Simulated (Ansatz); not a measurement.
Functionals compared on the (332) surface of fcc Au in its 1x1 cell, outermost plane spacing 0.44 Å in the ideal cut, in Ansatz (plane waves, PAW). The structure was relaxed with PBE; the other rows are single points on it, each with its references at the same level. Cutoff 420 eV (500 eV for r2SCAN).

Model: 24-atom slab, 10.2 Å thick at the start (thin: gaps and levels are the slab's own), 13x3x1 mesh, Fermi-Dirac 0.1 eV, dipole correction, all atoms relaxed; held to the start's symmetry, so lower structures may exist; no spin, no spin-orbit, no U. These notes are the PBE run's.

```json
[
 {"functional": "PBE", "surface energy (J/m²)": "0.75", "work function of the top face (eV)": "5.13", "rough cost of the single point": "–"},
 {"functional": "LDA", "surface energy (J/m²)": "1.25", "work function of the top face (eV)": "5.55", "rough cost of the single point": "roughly 4 core-minutes"},
 {"functional": "PBEsol", "surface energy (J/m²)": "1.09", "work function of the top face (eV)": "5.26", "rough cost of the single point": "very roughly 4 core-minutes"},
 {"functional": "RPBE", "surface energy (J/m²)": "0.52", "work function of the top face (eV)": "4.95", "rough cost of the single point": "about 4 core-minutes (a rough figure)"},
 {"functional": "r2SCAN", "surface energy (J/m²)": "___", "work function of the top face (eV)": "___", "rough cost of the single point": "roughly 7 core-minutes"}
]
```

What belongs in the gaps?


- r2SCAN, surface energy (J/m²): 0.94
- r2SCAN, work function of the top face (eV): 5.14

Ansatz is a first-principles code.
